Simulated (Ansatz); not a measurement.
Base system: SiC in the zinc blende structure (space group F-43m, No. 216; a = 4.380 Å).

Level of theory: plane-wave PAW DFT at the PBE level (Ansatz, an electronic-structure program, 420 eV), no spin-orbit coupling.

Before the change:

```
Item                                      Value
-------------------  --------------------------
Hole mass            0.36, 0.59, 0.59 mₑ (at Γ)
Band gap                                1.37 eV
Gap character                   indirect, Γ → X
Smallest direct gap                     4.53 eV
```

Modification: every lattice vector is shortened by 0.50 %, atoms relaxed at fixed cell.

Q: What happens to the hole mass, band gap, gap character, smallest direct gap and energy relative to the base?

A: The hole mass (degenerate bands, along [100]) becomes 0.37, 0.59, 0.59 mₑ (at Γ) (base: 0.36, 0.59, 0.59 mₑ (at Γ)); the band gap decreases by 0.01 eV (1.37 eV → 1.36 eV); the gap character stays indirect, Γ → X; the smallest direct gap goes up by 0.02 eV (4.53 eV → 4.55 eV); the energy goes up by 1.6 meV/atom.

The cells carry an imposed strain or load. Masses are band curvatures over ±0.01 Å⁻¹ around the edge. Stability against distortions was not tested.
